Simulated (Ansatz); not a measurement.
## Tb under a change: Tb → Hf

Start from Tb in the hcp (Mg type) structure (space group P6_3/mmc, No. 194; a = 3.4628 Å, c = 5.5611 Å; ferromagnetic).

Perturbation: Hf takes the place of Tb on all its sites, then cell and atoms are relaxed.

Method: plane-wave PAW DFT at the PBEsol level (Ansatz, a quantum-chemistry and plane-wave program, 420 eV), spin-orbit coupling left out. Γ-centred 17×17×9 mesh, Fermi–Dirac width 0.05 eV, for the changed cell.

The volume per atom decreases by 7.268 Å³ (28.87 Å³ → 21.61 Å³) and the lattice parameter a decreases by 0.304 Å (3.463 Å → 3.159 Å). The c/a ratio falls by 0.023 to 1.583 and the space group is still P6_3/mmc (No. 194). The shortest interatomic distance shrinks by 0.330 Å to 3.095 Å.

The magnetic state is the one reached from the starting moments; the real material's order can differ, and small cells can't hold many antiferromagnetic ones. The 4f electrons are in the valence with no U and their state was not checked, so volumes and moments can be off. No phonon test of stability was made. Spin-polarised in the final run: base; the other runs are not.
